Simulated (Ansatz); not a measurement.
A computed series for Se: response to strain

The reference is Se (space group P3_121, No. 152; a = 4.507 Å, c = 4.989 Å; made of chains). Axes: x lies along a and z along c of the hexagonal cell.

Strains are applied to the cell and any free atomic positions relax; under biaxial strain the out-of-plane vector relaxes too; under stress the whole cell relaxes.

Computed with Ansatz (an electronic-structure program), r2SCAN, PAW, cutoff 500 eV, without spin-orbit coupling, earlier PAW set.

Candidates:
(a) uniaxial strain ε_yy = +1.20 %
(b) uniaxial stress, 8 GPa tension along z
(c) biaxial strain −2.46 %, plane normal [001], relaxed out of plane

Base values:

The band gap is 1.33 eV.

Q: Order them by band gap, lowest first.

A: (b) uniaxial stress, 8 GPa tension along z (zero), (c) biaxial strain −2.46 %, plane normal [001], relaxed out of plane (1.16 eV), (a) uniaxial strain ε_yy = +1.20 % (1.35 eV)

A case with no gap was solved on a k-mesh chosen for an insulator, which is coarse for it. Stability under load was not tested beyond the relaxation. No dispersion term is included, though the crystal is made of layers, chains or molecules, so its spacings can come out too wide. The zero or small gap of Se under uniaxial stress, 8 GPa tension along z can change with the level of theory.
